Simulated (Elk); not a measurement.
```yaml
crystal:
  lattice:
    - [-1.38493, 1.38493, 1.38493]
    - [1.38493, -1.38493, 1.38493]
    - [1.38493, 1.38493, -1.38493]
  atoms:
    - { symbol: Fe, position: [0.00000, 0.00000, 0.00000], spin: 4.0 }
```
(The spins are starting values, not results.)

Computed with PBE, all-electron FP-LAPW, Elk's shipped species files, APW+lo basis with extra local orbitals in Elk.

The set-up and first iterations of an Elk log for Fe (Im-3m, 1 atom in the cell):

```
│ Elk code version 10.2.4 │

All units are atomic (Hartree, Bohr, etc.)

│ Ground-state run starting from atomic densities │

Lattice vectors :
  -2.617144071       2.617144071       2.617144071
   2.617144071      -2.617144071       2.617144071
   2.617144071       2.617144071      -2.617144071

Unit cell volume      :    71.70391749
Brillouin zone volume :    3.459367662

Muffin-tin inner radius fraction :   0.1000000000E-01

Nuclei treated as point charges

Species :    1 (Fe)
 parameters loaded from : Fe.in
 name : iron
 nuclear charge    :   -26.00000000
 electronic charge :    26.00000000
 atomic mass :    101799.2074
 muffin-tin radius :    2.160000000
 number of radial points in muffin-tin :    497
 atomic positions (lattice), magnetic fields (Cartesian) :
   1 :   0.00000000  0.00000000  0.00000000    0.00000000  0.00000000 -1.00000000

Total number of atoms per unit cell :    1

Spin treatment :
 spin-polarised
   [... lines left out ...]
Maximum |G+k| for APW functions       :    3.472222222
Maximum (1/2)|G+k|²                   :    6.028163580
Maximum |G| for potential and density :    16.00000000
 potential will be trimmed for |G| > 2 gkmax
Constant for pseudocharge density :    9
Radial integration step length :    4

G-vector grid sizes :     24    24    24
Number of G-vectors :     4921

Maximum angular momentum used for
 APW functions                      :    8
 outer part of muffin-tin           :    6
 inner part of muffin-tin           :    2

Total nuclear charge    :   -26.00000000
Total core charge       :    10.00000000
Total valence charge    :    16.00000000
Total excess charge     :    0.000000000
Total electronic charge :    26.00000000

Effective Wigner radius, rₛ :   0.8699486973

Number of empty states         :    4
Total number of valence states :   24
Total number of core states    :   10

Conduction state local-orbitals added automatically
Total number of local-orbitals :   83

Exchange-correlation functional :     20     0     0
 Perdew-Burke-Ernzerhof, Phys. Rev. Lett. 77, 3865 (1996)
 gradient requirement :    1
 generalised gradient approximation (GGA)

Smearing type :    3
 Fermi-Dirac
Smearing width :   0.3674930000E-02
Effective electronic temperature (K) :    1160.451112

Mixing type :    3
 Broyden mixing, J. Phys. A: Math. Gen. 17, L317 (1984)

Kohn-Sham potential initialised from atomic data
│ Self-consistent loop started │
│ Loop number : 1 │
 total energy                :     -1272.05571817
 total moment                :    2.267584183
│ Loop number : 2 │
 total energy                :     -1272.20968315
 total moment                :    2.269187739
RMS change in Kohn-Sham potential (target) :    3.271790702     (  0.1000000000E-05)
Absolute change in total energy (target)   :   0.1539649795     (  0.1000000000E-03)
│ Loop number : 3 │
 total energy                :     -1269.73437405
 total moment                :    1.901058263
RMS change in Kohn-Sham potential (target) :    2.163930315     (  0.1000000000E-05)
Absolute change in total energy (target)   :    2.436817854     (  0.1000000000E-03)
│ Loop number : 4 │
 total energy                :     -1272.96022386
 total moment                :    1.292616259
RMS change in Kohn-Sham potential (target) :   0.7060730048     (  0.1000000000E-05)
Absolute change in total energy (target)   :    2.616645347     (  0.1000000000E-03)
│ Loop number : 5 │
 total energy                :     -1272.72630459
 total moment                :    1.208342082
RMS change in Kohn-Sham potential (target) :   0.1987168099     (  0.1000000000E-05)
Absolute change in total energy (target)   :   0.4202420699     (  0.1000000000E-03)
│ Loop number : 6 │
 total energy                :     -1272.90183305
 total moment                :    1.336268243
RMS change in Kohn-Sham potential (target) :   0.4032118953E-01 (  0.1000000000E-05)
   [... lines left out ...]
```

Question: Will this run converge, and how will it end?

Answer: The run converged in 27 iterations. Its thresholds were met; that alone does not show that basis and mesh suffice. It ends on: free energy E − TS -34636.2151 eV; Fermi level (on the code's own zero) 10.78 eV; size of the cell's spin moment 2.02 μB; site moments (μB, in the program's spheres or projections) Fe 2.01. The log goes on:

```
 total moment                :    2.016550842
RMS change in Kohn-Sham potential (target) :   0.8934284379E-05 (  0.1000000000E-05)
   [... lines left out ...]
Absolute change in total energy (target)   :   0.2497595278E-04 (  0.1000000000E-03)
│ Loop number : 25 │
 total energy                :     -1272.85743660
 total moment                :    2.015754048
RMS change in Kohn-Sham potential (target) :   0.1322101455E-05 (  0.1000000000E-05)
Absolute change in total energy (target)   :   0.1238290884E-04 (  0.1000000000E-03)
│ Loop number : 26 │
 total energy                :     -1272.85742789
 total moment                :    2.015616903
RMS change in Kohn-Sham potential (target) :   0.4438945097E-06 (  0.1000000000E-05)
Absolute change in total energy (target)   :   0.1180836580E-04 (  0.1000000000E-03)
Convergence targets achieved

│ Loop number : 27 │

Energies :
 Fermi                       :     0.396037227721
 xc effective B-field        :    -0.875641237633E-01
 external B-field            :      0.00000000000
 total energy                :     -1272.85742881
 (external B-field energy excluded from total)

Density of states at Fermi energy :    25.88973962
 (states/Hartree/unit cell)

Estimated indirect band gap :   0.8160035520E-03
 from k-point     83 to k-point     14
Estimated direct band gap   :   0.7147678509E-02
 at k-point    143

Charges :
 core                        :    10.00000000
 valence                     :    16.00000000
 interstitial                :    1.364952978
 muffin-tins (core leakage)
  species :    1 (Fe)
   atom    1                 :    24.63504702     (  0.9000800105E-11)
 total in muffin-tins        :    24.63504702
 total calculated charge     :    26.00102605
 total charge                :    26.00000000
 error                       :   0.1026045594E-02

Moments :
 interstitial                :   0.1393715985E-02
 muffin-tins
  species :    1 (Fe)
   atom    1                 :    2.014222406
 total in muffin-tins        :    2.014222406
 total moment                :    2.015616122

│ Self-consistent loop stopped │
```

For comparison: a first run was changed to give this one (lattice scaled by 0.98), and from it to this one the free energy goes up by 25.9 meV/atom and the size of the net moment goes from 2.12 to 2.02 μB/atom.

The starting cell comes from a database of computed structures (which also holds hypothetical and non-ambient phases and stackings), without a prior relaxation at this level. Its lattice was rescaled by a random factor within 2.5 % of one. For this run, on top of that: lattice scaled by 0.98. With one magnetic atom in the cell only a parallel order is possible. Values depend on the basis (sphere radii, cutoffs, local orbitals), which need not be converged. The log's line on a gap gives a spacing of levels on this mesh, which the program prints for metals too.

The run was DFT, PBE, all-electron FP-LAPW, Elk's shipped species files, APW+lo basis with extra local orbitals. Main settings of its input:

xctype: 20
spinpol: true
rgkmax: 7.5
swidth: 0.00367493 Ha
ngridk: 16 16 16
reducebf: 0.7
gmaxvr: 16 1/bohr
nxlo: 2
lorbcnd: true
rmtscf: 0.9
lmaxi: 2
maxscl: 100
